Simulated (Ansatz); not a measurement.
For ZrAg (model structure, Cmcm, No. 63, 4 atoms in the cell), LDA in Ansatz (PAW) gives:

| Quantity | Result |
|---|---|
| bulk modulus | 127 GPa |
| cohesive energy | 5.59 eV/atom |

Q: What does PBEsol (Ansatz, a quantum-chemistry and plane-wave program, PAW) give for the same quantities?

A: 
- bulk modulus: 116 GPa (decreases by 8.7 %)
- cohesive energy: 4.98 eV/atom (drops by 0.61 eV/atom)

Changes are worked out from the printed values.

Unless a cell is named, each level is at its own relaxed cell (LDA 18.65, PBEsol 19.23 Å³/atom).

Caveats: the bulk modulus is −V dP/dV from two relaxed cells at ±2 % in volume (LDA, PBEsol). Ansatz's density-functional and Hartree–Fock values are scalar-relativistic unless marked +SOC, with PAW data made under PBE.

A model structure was made by putting elements into a prototype or built by hand; it is no filed structure, need not be a known phase, and can be a saddle point held by its symmetry.
